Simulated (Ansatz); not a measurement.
# A computed series for Mo: pressure series

Start from Mo in the bcc (W type) structure (space group Im-3m, No. 229; a = 3.1114 Å).

Cell and atoms are relaxed at each pressure.

Computed with Ansatz (a first-principles code) LDA, no SOC.

Notes on the quantities. enthalpy: H = E + PV relative to the base's energy.

```json
[
 {"case": "base", "density": "10.58 g/cm³", "enthalpy": "–"},
 {"case": "pressure −2 GPa", "density": "10.51 g/cm³", "enthalpy": "-0.19 eV/atom"},
 {"case": "pressure −1 GPa", "density": "10.54 g/cm³", "enthalpy": "-0.09 eV/atom"},
 {"case": "pressure 0.9 GPa", "density": "10.61 g/cm³", "enthalpy": "+0.08 eV/atom"},
 {"case": "pressure 2.1 GPa", "density": "10.65 g/cm³", "enthalpy": "+0.20 eV/atom"},
 {"case": "pressure 4.5 GPa", "density": "10.74 g/cm³", "enthalpy": "+0.42 eV/atom"},
 {"case": "pressure 9 GPa", "density": "10.89 g/cm³", "enthalpy": "+0.83 eV/atom"},
 {"case": "pressure 15 GPa", "density": "11.08 g/cm³", "enthalpy": "+1.38 eV/atom"},
 {"case": "pressure 22.5 GPa", "density": "11.31 g/cm³", "enthalpy": "+2.04 eV/atom"},
 {"case": "pressure 30 GPa", "density": "…", "enthalpy": "+2.70 eV/atom"}
]
```

Question: Complete the table.

Answer: 
- pressure 30 GPa, density: 11.52 g/cm³

Load acts through the strain it causes; cell and atoms are relaxed under it. Whether these cells are dynamically stable was not tested. No other phases were tried under pressure. The final runs are not spin-polarised.
